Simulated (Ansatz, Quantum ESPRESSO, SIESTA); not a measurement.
**Code comparison for La3SnC (Pm-3m, 5 atoms in the cell)**

Self-consistent single point, at a second geometry (lattice scaled by 0.98). First geometry:

```
CELL_PARAMETERS angstrom
      5.10806     0.00000     0.00000
      0.00000     5.10806     0.00000
      0.00000     0.00000     5.10806
ATOMIC_POSITIONS crystal
  La 0.50000 0.00000 0.00000
  La 0.00000 0.50000 0.00000
  La 0.00000 0.00000 0.50000
  Sn 0.50000 0.50000 0.50000
  C  0.00000 0.00000 0.00000
```

Shared settings, as Ansatz (an electronic-structure program) writes them: kpoints.mp_grid.grid = 7 7 7; scf.occupations.method = gaussian; scf.occupations.width = 0.02 Ry. Potentials and cutoffs stand in the table.

```tsv
code	model	ΔF from the first geometry (meV/atom)	pressure (GPa)	cutoff
Quantum ESPRESSO	PBEsol, GBRV 1.5 ultrasoft (PBESOL) pseudopotentials	39.0	6.46	40 Ry
SIESTA	GGA PBEsol, numerical atomic orbitals DZP, PseudoDojo PBEsol standard norm-conserving potentials (rewritten from UPF to PSML)	69.0	10.16	grid 350 Ry
Ansatz	PBEsol, PAW files made with PBE	37.1	6.26	30.9 Ry
```

The spread over the programs that give each value: ΔF from the first geometry within 31.9 meV/atom; pressure within 3.90 GPa.

SIESTA uses small atom-centred bases, whose incompleteness enters pressures, forces and empty levels differently from a plane-wave cutoff. Ansatz's pressure is given at a fixed set of plane waves, as the other plane-wave codes print theirs; with its correction for the finite basis it is 6.29 GPa. In the pressure, SIESTA (by 3.80) lies more than 1 GPa from the median of the plane-wave programs.

The starting cell comes from a database of computed structures (which also holds hypothetical and non-ambient phases and stackings), without a prior relaxation at this level. Its lattice was rescaled by a random factor within 2.5 % of one. For this run, on top of that: lattice scaled by 0.98.

Left out of this page: Elk and FLEUR (not drawn, or without a comparable value).

Keys are those of Ansatz 0.2.
